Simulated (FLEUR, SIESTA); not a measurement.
A FLEUR input for a self-consistent single point of V₃Sn (Pm-3n, 8 atoms in the cell) (DFT, PBEsol, all-electron FLAPW (FLEUR), scalar-relativistic valence):

Input of the input generator:

```
V3Sn crystal
&input film=f /
9.1020680800 0.0000000000 0.0000000000
0.0000000000 9.1020680800 0.0000000000
0.0000000000 0.0000000000 9.1020680800
1.0
1.0 1.0 1.0

8
23 0.5000000000 0.2500000000 0.0000000000
23 0.5000000000 0.7500000000 0.0000000000
23 0.2500000000 0.0000000000 0.5000000000
23 0.7500000000 0.0000000000 0.5000000000
23 0.0000000000 0.5000000000 0.2500000000
23 0.0000000000 0.5000000000 0.7500000000
50 0.5000000000 0.5000000000 0.5000000000
50 0.0000000000 0.0000000000 0.0000000000

&comp jspins=1 /
&exco xctyp='PBEs' /
&kpt div1=5 div2=5 div3=5 /
&end /
```

```xml
<?xml version="1.0" encoding="UTF-8" standalone="no"?>
<fleurInput fleurInputVersion="0.39">
   <comment>
      V3Sn crystal                                                                                        
   </comment>
   <calculationSetup>
      <cutoffs Kmax="3.8" Gmax="13.3" GmaxXC="13.3" numbands="0"/>
      <scfLoop itmax="80" minDistance="0.00001" maxIterBroyd="99" imix="Anderson" alpha="0.05" precondParam="0.0" spinf="2.0"/>
      <coreElectrons ctail="T" frcor="F" kcrel="0" coretail_lmax="0"/>
      <xcFunctional name="PBEs" relativisticCorrections="F"/>
      <magnetism jspins="1"/>
      <soc l_soc="F" theta="0.0" phi="0.0" spav="F"/>
      <expertModes spex="0" secvar="F"/>
      <geometryOptimization l_f="T" forcealpha="1.0" forcemix="BFGS" epsdisp="0.00001" epsforce="0.00001"/>
      <ldaU l_linMix="F" mixParam="0.05" spinf="1.0"/>
   </calculationSetup>
   <cell>
      <bzIntegration valenceElectrons="106.0" mode="hist" fermiSmearingEnergy="0.00367493">
         <kPointListSelection listName="default-1"/>
         <!-- k-points included here -->
         <xi:include xmlns:xi="http://www.w3.org/2001/XInclude" href="kpts.xml"> </xi:include>
      </bzIntegration>
      <!-- symmetry operations included here -->
      <xi:include xmlns:xi="http://www.w3.org/2001/XInclude" href="sym.xml"> </xi:include>
      <bulkLattice scale="1.0">
         <bravaisMatrix>
            <row-1>    9.1020680800000004     0.0000000000000000     0.0000000000000000</row-1>
            <row-2>    0.0000000000000000     9.1020680800000004     0.0000000000000000</row-2>
            <row-3>    0.0000000000000000     0.0000000000000000     9.1020680800000004</row-3>
         </bravaisMatrix>
      </bulkLattice>
   </cell>
   <atomSpecies>
      <species name="Vanadium (V)" element="V" atomicNumber="23">
         <mtSphere radius="2.08" gridPoints="735" logIncrement="0.016"/>
         <atomicCutoffs lmax="8" lnonsphr="6"/>
         <electronConfig flipSpins="F">
            <coreConfig>(1s1/2) (2s1/2) (2p1/2) (2p3/2)</coreConfig>
            <valenceConfig>(3s1/2) (3p1/2) (3p3/2) (4s1/2) (3d3/2) (3d5/2)</valenceConfig>
            <stateOccupation state="(3d3/2)" spinUp="0.6" spinDown="0.6"/>
            <stateOccupation state="(3d5/2)" spinUp="0.9" spinDown="0.9"/>
         </electronConfig>
         <energyParameters s="4" p="4" d="3" f="4"/>
         <lo type="SCLO" l="0" n="3" eDeriv="0"/>
         <lo type="SCLO" l="1" n="3" eDeriv="0"/>
      </species>
      <species name="Tin (Sn)" element="Sn" atomicNumber="50">
         <mtSphere radius="2.57" gridPoints="905" logIncrement="0.014"/>
         <atomicCutoffs lmax="10" lnonsphr="8"/>
         <electronConfig flipSpins="F">
            <coreConfig>(1s1/2) (2s1/2) (2p1/2) (2p3/2) (3s1/2) (3p1/2) (3p3/2) (4s1/2) (3d3/2) (3d5/2) (4p1/2) (4p3/2)</coreConfig>
            <valenceConfig>(5s1/2) (4d3/2) (4d5/2) (5p1/2) (5p3/2)</valenceConfig>
            <stateOccupation state="(5p1/2)" spinUp="0.3333333333333" spinDown="0.3333333333333"/>
            <stateOccupation state="(5p3/2)" spinUp="0.6666666666667" spinDown="0.6666666666667"/>
         </electronConfig>
         <energyParameters s="5" p="5" d="5" f="4"/>
         <lo type="SCLO" l="2" n="4" eDeriv="0"/>
      </species>
   </atomSpecies>
   <atomGroups>
      <atomGroup species="Vanadium (V)">
         <relPos label="                   1">1.000/2.000 1.000/4.000 .0000000000</relPos>
         <relPos label="                   2">1.000/2.000 -1.000/4.000 .0000000000</relPos>
         <relPos label="                   3">1.000/4.000 .0000000000 1.000/2.000</relPos>
         <relPos label="                   4">-1.000/4.000 .0000000000 1.000/2.000</relPos>
         <relPos label="                   5">.0000000000 1.000/2.000 1.000/4.000</relPos>
         <relPos label="                   6">.0000000000 1.000/2.000 -1.000/4.000</relPos>
         <force calculate="T" relaxXYZ="TTT"/>
      </atomGroup>
      <atomGroup species="Tin (Sn)">
         <relPos label="                   7">1.000/2.000 1.000/2.000 1.000/2.000</relPos>
         <relPos label="                   8">.0000000000 .0000000000 .0000000000</relPos>
         <force calculate="T" relaxXYZ="TTT"/>
      </atomGroup>
   </atomGroups>
   <output dos="F" band="F" slice="F">
      <checks vchk="F" cdinf="F"/>
      <bandDOS minEnergy="-.5*Htr" maxEnergy="0.5*Htr" sigma="0.015" storeEVData="T"/>
      <vacuumDOS vacdos="F" integ="F" star="F" nstars="0" locx1="0.0" locy1="0.0" locx2="0.0" locy2="0.0" nstm="0" tworkf="0.0"/>
      <unfoldingBand unfoldBand="F" supercellX="1" supercellY="1" supercellZ="1"/>
      <plotting iplot="0" polar="F">
         <plot TwoD="T" vec1="  1.0  0.0  0.0" vec2="  0.0  1.0  0.0" vec3="  0.0  0.0  1.0" zero="  0.0  0.0  0.0" file="plot"/>
      </plotting>
      <chargeDensitySlicing numkpt="0" minEigenval="0.0" maxEigenval="0.0" nnne="0" pallst="F"/>
      <specialOutput eonly="F"/>
      <magneticCircularDichroism mcd="F" energyLo="-10.0" energyUp="0.0"/>
   </output>
  <!-- We include the file relax.xml here to enable relaxations (see documentation) -->
  <xi:include xmlns:xi="http://www.w3.org/2001/XInclude" href="relax.xml"> <xi:fallback/> </xi:include>
</fleurInput>
```

Q: Give the SIESTA input for the same structure, mesh, smearing and functional.

A: One input that does it (others would too):

```
# files in the folder: V.psml Sn.psml (PseudoDojo PBEsol standard)
SystemName  V3Sn
SystemLabel v3sn

NumberOfAtoms                8
NumberOfSpecies              2
%block ChemicalSpeciesLabel
  1 23 V
  2 50 Sn
%endblock ChemicalSpeciesLabel
LatticeConstant              1.0 Bohr
%block LatticeVectors
     9.102068080    0.000000000    0.000000000
     0.000000000    9.102068080    0.000000000
     0.000000000    0.000000000    9.102068080
%endblock LatticeVectors
AtomicCoordinatesFormat      ScaledCartesian
%block AtomicCoordinatesAndAtomicSpecies
     4.551034040    2.275517020    0.000000000  1
     4.551034040    6.826551060    0.000000000  1
     2.275517020    0.000000000    4.551034040  1
     6.826551060    0.000000000    4.551034040  1
     0.000000000    4.551034040    2.275517020  1
     0.000000000    4.551034040    6.826551060  1
     4.551034040    4.551034040    4.551034040  2
     0.000000000    0.000000000    0.000000000  2
%endblock AtomicCoordinatesAndAtomicSpecies

XC.functional                GGA
XC.authors                   PBEsol
PAO.BasisSize                DZP
PAO.EnergyShift              0.01 Ry
MeshCutoff                   400 Ry
%block kgrid.MonkhorstPack
    5   0   0  0.0
    0   5   0  0.0
    0   0   5  0.0
%endblock kgrid.MonkhorstPack
OccupationFunction           FD
ElectronicTemperature        100.0 meV

MaxSCFIterations             150
SCF.Mixer.Method             Pulay
SCF.Mixer.Weight             0.25
SCF.Mixer.History            8
SCF.DM.Tolerance             1.0E-04
Diag.ParallelOverK           true
WriteForces                  true
```

Basis, cutoffs, solver keys and any potentials are the target program's own. This input uses DFT, GGA PBEsol, numerical atomic orbitals DZP, PseudoDojo PBEsol standard norm-conserving potentials (rewritten from UPF to PSML).

The starting cell comes from a database of computed structures (which also holds hypothetical and non-ambient phases and stackings), without a prior relaxation at this level. Its lattice was rescaled by a random factor within 2.5 % of one.
